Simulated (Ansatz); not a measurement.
# Sr: pressure −2 GPa

Take Sr in the fcc (Cu type) structure (space group Fm-3m, No. 225; a = 5.923 Å) as the base.

Now apply this change: hydrostatic tension (pressure −2 GPa).

Computed with PBEsol (Ansatz, a quantum-chemistry and plane-wave program), no spin-orbit coupling. Settings: 14×14×14 k-points, 0.05 eV Fermi–Dirac smearing.

```tsv
quantity	base	changed	shift
volume per atom	51.93 Å³	66.12 Å³	+14.19 Å³
density	2.80 g/cm³	2.20 g/cm³	-0.60 g/cm³
lattice parameter a	5.923 Å	6.419 Å	+0.4966 Å
enthalpy H = E + PV relative to the base's energy	–	-0.72 eV/atom	–
band gap	zero	zero	–
```

Final structure:

```
CELL_PARAMETERS angstrom
      0.00000     3.20955     3.20955
      3.20955     0.00000     3.20955
      3.20955     3.20955     0.00000
ATOMIC_POSITIONS crystal
  Sr 0.00000 0.00000 0.00000
```

Load acts through the strain it causes; cell and atoms are relaxed under it. Whether these cells are dynamically stable was not tested.
